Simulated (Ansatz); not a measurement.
The reference is TeO2 in the fluorite structure (space group Fm-3m, No. 225; a hypothetical phase, not in the database extracts checked).

```xyz
3
Lattice="0.0000 2.6619 2.6619 2.6619 0.0000 2.6619 2.6619 2.6619 0.0000" Properties=species:S:1:pos:R:3 pbc="T T T"
Te     0.0000     0.0000     0.0000
O      1.3309     1.3309     1.3309
O      3.9928     3.9928     3.9928
```

Cartesian axes are those of the cell as printed.

Method: PBEsol/PAW in Ansatz (a program for electronic structure), scalar-relativistic without spin-orbit coupling.

For the base:

Shortest interatomic distance: 4.356 bohr
Band gap: 0.73 eV

It is then changed as follows: a free-standing slab of 5 layers (15 atoms, 3 a layer) is cut normal to [111], with 15 Å of vacuum and the in-plane cell held at bulk.

Question: Predict the new shortest interatomic distance.

Answer: The shortest interatomic distance drops by 0.370 bohr, from 4.356 bohr to 3.986 bohr.

Question: Predict the new band gap.

Answer: The band gap grows by 0.43 eV to 1.16 eV.

Question: Predict the new gap character.

Answer: The gap character comes out as indirect, M → k = (0, 0.300, 0) in the run's primitive reciprocal basis.

Question: Estimate the effect on the excess energy per area of both faces.

Answer: The excess energy per area of both faces (slab less bulk energy over the cell's area: twice a surface energy) is 0.68 J/m².

Question: What happens to the change of the spacing d12 from its bulk value of 0.768 Å?

Answer: The change of the spacing d12 from its bulk value of 0.768 Å comes out as -26.1 %.

The excess energy carries the mismatch between the slab's and the bulk's meshes. Spin-orbit coupling, missing from the scalar runs, can matter with Te. No phonon test of stability was made. Labels are those of the standard path for the cell's own space group.
